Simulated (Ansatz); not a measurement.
The parent structure is InPd in the CsCl type structure (space group Pm-3m, No. 221; a = 3.248 Å; relaxed with 0.1 eV smearing). Axes: x, y, z lie along the cube axes.

The values are results of plane-wave PAW DFT at the PBEsol level (Ansatz, a first-principles code, 420 eV), no SOC, not measurements.

The change: an isotropic linear strain of +1.50 %, atoms relaxed at fixed cell.

### Question
Predict the stress tensor and what it implies for the stiffness.

### Answer
Stress of the strained cell less that of the base (GPa, compression positive):
```
   -5.3     0.0     0.0
    0.0    -5.3     0.0
    0.0     0.0    -5.3
```

Then B = −ΔP/(ΔV/V₀) with ΔV/V₀ = 0.0457 gives secant stiffness values (nonlinear terms included at this strain): B ≈ 117 GPa.

As a check, the harmonic strain energy −½ V₀ Δσ:ε is 13 meV/atom; the computed energy rise is 14 meV/atom.

Stability against distortions was not tested. All final runs are without spin polarisation.
